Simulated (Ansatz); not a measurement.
Seebeck coefficient of p-type C (P6_3/mmc) against temperature

C (P6_3/mmc), p-type; conventional cell a = b = 2.499 Å, c = 4.161 Å, α = β = 90.00°, γ = 120.00°. These are r2SCAN, rigid bands (plane waves, PAW, scalar-relativistic; Ansatz, an electronic-structure program) values and carry that method's errors. Geometry: cell and atoms relaxed with PBEsol. Sums run over bands interpolated from the self-consistent mesh; computed gap 3.57 eV. |S| is the size of the Seebeck coefficient, averaged over directions. The hole density is held at 1e18 cm⁻³, under a fifth of N_v and over ten times the intrinsic density in every row, and the structure is held as it is at all temperatures.

Here T stands for T and |S| for |S|.

```
T (K)  |S| (μV/K)
-----  ----------
300           463
400           500
500           529
600           553
800           591
1000            ?
```

**Question.** Fit |S| against T with a straight line in ln T, and predict the withheld value at T = 1000.

**Answer.** With u = ln T - 6.20, the rows have u = -0.49622, -0.20854, 0.01461, 0.19693, 0.48461. Means: u -0.0017220, |S| 527.2. About the means, the sum of products is 73.555 and the sum of squares of u is 0.56355; the slope is their ratio. Least squares gives |S| = 527.4 + 130.5·u. Residuals (row less fit): 0.4, -0.2, -0.3, -0.1, 0.4; standard error 0.4 (degrees of freedom: 3). With one parabolic band N_v grows as T^(3/2), which gives a slope of (3/2)·k_B/e = 129 μV/K; the fit has 130. At the withheld row, u = 0.70776, so |S| = 527.4 + 130.5 × 0.70776 = 619.8 μV/K. The calculation gives 621 μV/K, 1.2 μV/K above the prediction (0.8 % of the range of |S| in the table). The row lies outside the fitted rows, so this is an extrapolation. From the scatter of the fitted rows alone, a prediction at this place has a standard error of 0.5 μV/K, so the miss is 2.3 times that.

Series that bend far from this form aren't tabulated. Rigid bands with a gap fixed in temperature, one relaxation time for all states and one kind of carrier; polarons and phonon drag are left out, and so is whether such doping can be reached. Spin-orbit coupling is left out.
